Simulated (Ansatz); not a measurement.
The parent structure is TiO2 in the rutile structure (space group P4_2/mnm, No. 136; a = 4.591 Å, c = 2.939 Å).

The values are results of Kohn–Sham DFT with the PBEsol functional, run in Ansatz (a quantum-chemistry and plane-wave program) with PAW and 420 eV plane waves, without spin-orbit coupling, not measurements.

One change was made to it. Results:

| quantity | base | after |
|---|---|---|
| valence-band top at Γ (three highest levels, from the VBM) | 0.00, -0.45, -0.45 eV | 0.00, -0.45, -0.45 eV |
| volume per atom | 10.33 Å³ | 10.29 Å³ |
| c/a ratio | 0.640 | 0.641 |

Problem. Name the change that was made.
A) pressure 0.7 GPa
B) pressure 7.5 GPa
C) pressure −2 GPa
D) pressure 5 GPa
E) pressure 10 GPa

Solution. A, pressure 0.7 GPa. For comparison, the valence-band top at Γ in the other runs: pressure 7.5 GPa gives 0.00, -0.48, -0.48 eV; pressure −2 GPa gives 0.00, -0.44, -0.44 eV; pressure 5 GPa gives 0.00, -0.47, -0.47 eV; pressure 10 GPa gives 0.00, -0.49, -0.49 eV.

The levels and masses belong to the bands next to the band gap. Load acts through the strain it causes; cell and atoms are relaxed under it. Whether these cells are dynamically stable was not tested. No other phases were tried under pressure. All final runs are without spin polarisation.
